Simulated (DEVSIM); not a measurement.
System: illuminated Si n-on-p cell, one wavelength, with a back-surface field, at 350 K.

```tsv
layer (left to right)	material	thickness (μm)	Nd (cm⁻³)	Na (cm⁻³)	τn (s)	τp (s)	absorption coefficient (cm⁻¹)
1	Si	0.380	4e18	-	4.8e-6	1.4e-6	99000
2	Si	170	-	1.7e15	8.8e-5	8.8e-5	99000
3	Si	0.180	-	1.7e18	8.8e-5	8.8e-5	99000
```

Left contact: ohmic, minority hole recombination velocity 100 cm/s. Right contact: ohmic, minority electron recombination velocity 4e6 cm/s. Voltage is applied to the left contact. Recombination: SRH at mid-gap, radiative, Auger. Light enters at the left, 9.4e16 photons cm⁻² s⁻¹, one pass, no reflection. Mobility is μmin + (μ − μmin)/(1 + (N/Nref)^α).

This is a model device: material constants are rounded textbook-type values typed into the input, and sizes, dopings and lifetimes were drawn at random. Values at 300 K; Nc and Nv go as T^1.5, mobilities as T to minus their exponent, the gap by Varshni's rule with the affinity fixed.

```tsv
parameter	Si
gap (eV)	1.124
affinity (eV)	4.05
permittivity	11.7
Nc (cm⁻³)	2.86e19
Nv (cm⁻³)	3.1e19
μn (cm²/Vs)	1417
μp (cm²/Vs)	470
μn,min	52
μp,min	45
Nref,n	9.7e16
Nref,p	2.2e17
αn	0.68
αp	0.72
T exponent of μn	2.3
T exponent of μp	2.2
B (cm³/s)	4.7e-15
Cn (cm⁶/s)	2.8e-31
Cp (cm⁶/s)	9.9e-32
Varshni α (eV/K)	0.000473
Varshni β (K)	636
```

Simulated with DEVSIM: 1D drift-diffusion, Boltzmann statistics, complete ionisation; no tunnelling, impact ionisation, image-force lowering or self-heating.

Base results: dark forward voltage at 1 A/cm² (V) 0.601; open-circuit voltage (V) 0.451; dark forward voltage at 100 A/cm² (V) 0.814; fill factor 0.76.

Task: What follows from this one change: doping Na of layer 2 1.7e+15 → 5.1e+16 cm^-3?

Result: dark forward voltage at 1 A/cm² 0.601 → 0.650 V; open-circuit voltage 0.451 → 0.521 V; dark forward voltage at 100 A/cm² 0.814 → 0.845 V; fill factor 0.76 → 0.79.

Task: What follows from this one change: minority lifetime in layer 2 8.8e-05 → 0.0026 s?

Result: dark forward voltage at 1 A/cm² little changed (0.604 V); open-circuit voltage 0.451 → 0.464 V; dark forward voltage at 100 A/cm² little changed (0.813 V); fill factor 0.76 → 0.77.

Task: What follows from this one change: constant mobility in place of the doping-dependent one?

Result: dark forward voltage at 1 A/cm² 0.601 → 0.574 V; open-circuit voltage 0.451 → 0.426 V; dark forward voltage at 100 A/cm² 0.814 → 0.804 V; fill factor little changed (0.75).
